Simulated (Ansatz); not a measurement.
The starting structures come from a database of crystals and need not be the phases stable at ambient conditions.

 Where the default PAW files enter, the runs use the earlier of Ansatz's two default sets.

Consider the following.

```xyz
4
Lattice="4.1681 0.0000 0.0000 0.0000 6.8400 0.0000 2.0841 0.0000 3.6097" Properties=species:S:1:pos:R:3 pbc="T T T"
In     4.1681     3.4186     2.4065
In     2.0841     6.8386     1.2032
P      4.1681     0.8564     2.4065
P      2.0841     4.2764     1.2032
```

Space group of this cell: P6_3mc, wurtzite. The cell is taken as given.

The current runs along the normal of the first two printed vectors, the (100) plane. All runs by Ansatz (an electronic-structure program), plane waves and PAW, without spin-orbit coupling; the base is r2SCAN.

```tsv
run	mean pressure (GPa)	gap (eV)	mid-gap κ (1/Å)
base	0.1	1.10	0.075
all lengths scaled by 0.98	4.9	[?]	[?]
all lengths scaled by 1.02	-3.4	[?]	[?]
lda in place of r2scan	-2.6	0.42	0.031
lengths across the current scaled by 0.98, ions clamped	3.2	1.33	0.092
lengths across the current scaled by 1.02, ions clamped	-2.3	0.81	0.058
lengths along the current scaled by 0.97, ions clamped	2.4	[?]	[?]
lengths along the current scaled by 1.03, ions clamped	-1.7	0.89	0.067
pbesol in place of r2scan	-0.9	0.56	0.041
```

Task: Some entries are withheld; supply them.

Result: 
- all lengths scaled by 0.98, gap (eV): 1.47
- all lengths scaled by 0.98, mid-gap κ (1/Å): 0.097
- all lengths scaled by 1.02, gap (eV): 0.74
- all lengths scaled by 1.02, mid-gap κ (1/Å): 0.053
- lengths along the current scaled by 0.97, ions clamped, gap (eV): 1.18
- lengths along the current scaled by 0.97, ions clamped, mid-gap κ (1/Å): 0.084
